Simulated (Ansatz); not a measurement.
**ZrB2, response to strain**

Start from ZrB₂ (space group P6/mmm, No. 191; relaxed with 0.1 eV smearing).

```xyz
3
Lattice="3.1714 0.0000 0.0000 -1.5857 2.7465 0.0000 0.0000 0.0000 3.5418" Properties=species:S:1:pos:R:3 pbc="T T T"
Zr     0.0000     0.0000     0.0000
B      1.5857     0.9155     1.7709
B      0.0000     1.8310     1.7709
```

Cartesian axes are those of the cell as printed.

Strains are applied to the cell and any free atomic positions relax; under biaxial strain the out-of-plane vector relaxes too.

Level of theory: PBE (Ansatz, a program for electronic structure), spin-orbit coupling left out.

```tsv
biaxial strain, plane normal [001], relaxed out of plane (%)	out-of-plane strain (%)
-3	1.75
-2.5	?
-2	1.14
-1.5	0.85
-1	0.56
-0.5	0.28
0	0.00
```

Fit ε⊥ = −νε + γε² (strains in %) to the rows shown and predict the withheld row.

Least squares on the printed values gives ν = 0.55 (the biaxial Poisson response) and γ = 0.011 (largest residual 0.00 %); this predicts 1.44 %, and the run gives 1.44 %, in agreement.

Stability against distortions was not tested. The final runs are not spin-polarised.
